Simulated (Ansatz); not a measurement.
Relaxation of the outer planes of the (211) surface of rock-salt TiN in its 1x1 cell (cut with top plane N + Ti, bottom plane N + Ti), outermost plane spacing 0.87 Å in the ideal cut.

Method: PBE (plane waves to 420 eV, PAW; Ansatz, a first-principles code).

Set-up: 26 atoms, N13Ti13, 10.4 Å thick at the start (thin: gaps and levels are the slab's own); mesh 12x5x1; 0.1 eV smearing; dipole correction on; all atoms relaxed; start symmetry kept, larger cells not searched; no spin, no spin-orbit, no U.

```csv
plane,atoms,bulk spacing to the next (Å),relaxed spacing (Å),change (%),rumpling (Å)
1,N + Ti,0.867,0.622,-28.2,0.07 (N outermost)
2,Ti + N,0.867,0.857,-1.2,0.05 (Ti outermost)
```
